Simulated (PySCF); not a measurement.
PySCF 2.14.0, B3LYP/def2-tzvp, df: Si(H)(F)2(Cl) (F[SiH](F)Cl), 5 atoms. The geometry is a generated start, not checked to be a minimum at this level.

| Item | Result |
|---|---|
| task | energy |
| method | b3lyp |
| basis | def2-tzvp |
| two-electron scheme | density fitting |
| mol.max_memory | 3000 MB |
| mf.max_cycle | 100 |
| mf.init_guess | minao (default) |
| mf.DIIS | CDIIS (default) |
| mf.diis_space | 8 (default) |
| mf.conv_tol | 1e-09 (default) |
| mf.grids.level | 3 (default) |
| basis functions | 142 |
| grid points | 76392 |

```xyz
5

Si    -0.0263    -0.0052     0.0933
F     -0.8081    -1.1828    -0.6411
F     -0.6748     1.2838    -0.5843
Cl     1.8959    -0.0815    -0.3503
H     -0.3867    -0.0143     1.4825
```

One run each on 2 threads, 1 BLAS thread. Values of level_shift (Hartree) tried: 0 (default), 0.1, 0.3, 1.

Task: How does the count of Fock builds change with level_shift (Hartree), and where is it least?

Result: Fewest Fock builds, within one of each other: 0 (default) with 11, 0.1 with 11. The count rises to 25 at 1. All converge to one solution.

```json
[
 {"level_shift (Hartree)": "0 (default)", "Fock builds": "11", "end": "same solution"},
 {"level_shift (Hartree)": "0.1", "Fock builds": "11", "end": "same solution"},
 {"level_shift (Hartree)": "0.3", "Fock builds": "14", "end": "same solution"},
 {"level_shift (Hartree)": "1", "Fock builds": "25", "end": "same solution"}
]
```
